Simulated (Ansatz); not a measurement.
Defect: interstitial Li in diamond, charge state +1. These are PBE, PAW (plane waves to 420 eV; Ansatz, a program for electronic structure) values and carry that method's errors.

216-site cell at the relaxed PBE lattice, the Γ point alone, smearing 0.01 eV, spin-restricted, no finite-size correction. No zero-point or tunnelling terms. The host's phase is taken as given; its stability against other phases was not computed. The charge state is imposed; whether it is stable for some Fermi level was not computed. Sites that were not tried may lie lower.

Barriers: single points on a 2×2×2 k-point mesh shifted by half a step at the bands' geometries.

The only route run: a direct jump of one Li atom; the atom moves 1.55 Å along (-0.25, 0.25, -0.25) of the unit cell; the moving atom starts with neighbours 4 C at 1.63, 6 C at 1.84 Å and ends with 4 C at 1.63, 6 C at 1.84 Å. Its barrier is 1.81 eV. The saddle point's order was not checked, and it lies on a symmetry element of the cell, where a band can be held. The defect has 4 equivalent sites to jump to, 1.54 Å away. Attempt frequency: 17 THz from the moving atom's own harmonic modes, a rough value.

Problem. Estimate the defect's diffusion coefficient at 600 K, how far it wanders in 10 years, and how much an error of 0.1 eV in the barrier would matter.

Solution. kT = 0.0517 eV, so each jump happens at Γ = ν exp(−E/kT) = 1.7e13 × exp(−35.01) ≈ 1.1e-02 s⁻¹. For uncorrelated jumps in a cubic host D = z λ² Γ / 6 = 4 × (1.54e-8 cm)² × 1.1e-02 / 6 ≈ 1.7e-18 cm²/s. The root-mean-square distance is √(6Dt) ≈ 600 nm. An error of 0.1 eV changes D by a factor exp(0.1/kT) ≈ 6.9, and the distance by its square root. This is the isolated defect's own diffusivity; trapping, its concentration and zero-point motion are left out.
